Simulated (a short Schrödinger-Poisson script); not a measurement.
System: MOS inversion layer, SiO2 on p-type Si(100), at 300 K.

```
layer  material  thickness (nm)  Na (cm⁻³)
-----  --------  --------------  ---------
1          SiO2             1.5          -
2            Si            1600     7.5e16
```

The device is made up for the run: typed textbook-type constants, with dimensions and the other settings drawn at random. SiO2: permittivity 3.9, conduction-band edge (eV) 3.15, gap (eV) 9, electron mass (mₑ) 0.5. Si: permittivity 11.7, conduction-band edge (eV) 0, gap (eV) 1.124, Nv at 300 K (cm⁻³) 3.1e19.

Channel valleys (confinement mass, in-plane density-of-states mass, number): Δ2 0.916, 0.19, 2; Δ4 0.19, 0.417, 4. At the gate the conduction-band edge of layer 1 lies 3.59 eV − eVg above the Fermi level of the channel; the field vanishes at the back. Gaps are held at their typed values at every temperature. Mesh 0.03 nm at interfaces.

From a short Schrödinger-Poisson script (our own, NumPy): 1D Poisson equation in equilibrium, electrons quantum, Hartree (BenDaniel-Duke, 12 states a valley, the channel's in-plane mass for all, wave functions free to enter the dielectric), parabolic valleys, classical holes, full ionisation, no traps, pinning or gate leakage.

The same stack at other levels of the model or other numerical settings:

| run | sheet density of all electrons at Vg = 1.2 V (cm⁻²) | sheet density of all electrons at Vg = 0.6 V (cm⁻²) | capacitance at Vg = 1.2 V (μF/cm²) | centroid of the channel electrons at Vg = 1.2 V (nm) | rough cost against the base |
|---|---|---|---|---|---|
| base | 7.30e12 | 1.11e12 | 1.80 | 1.80 | about 1 |
| electrons treated as classical, Boltzmann | 9.06e12 | [?] | 2.13 | 0.67 | 0.02 |
| electrons treated as classical, Fermi-Dirac | 8.66e12 | [?] | 2.00 | [?] | 0.2 |
| mesh six times as coarse | 7.28e12 | 1.10e12 | 1.80 | 1.82 | 0.2 |
| one subband a valley | 7.28e12 | 1.08e12 | 1.80 | 1.69 | 0.5 |

**Question.** Complete the blanks.

**Answer.** 
- electrons treated as classical, Boltzmann, sheet density of all electrons at Vg = 0.6 V (cm⁻²): 1.56e12
- electrons treated as classical, Fermi-Dirac, centroid of the channel electrons at Vg = 1.2 V (nm): 0.87
- electrons treated as classical, Fermi-Dirac, sheet density of all electrons at Vg = 0.6 V (cm⁻²): 1.53e12

The classical rows ignore confinement, and Boltzmann statistics overrate the density once the band edge passes the Fermi level.
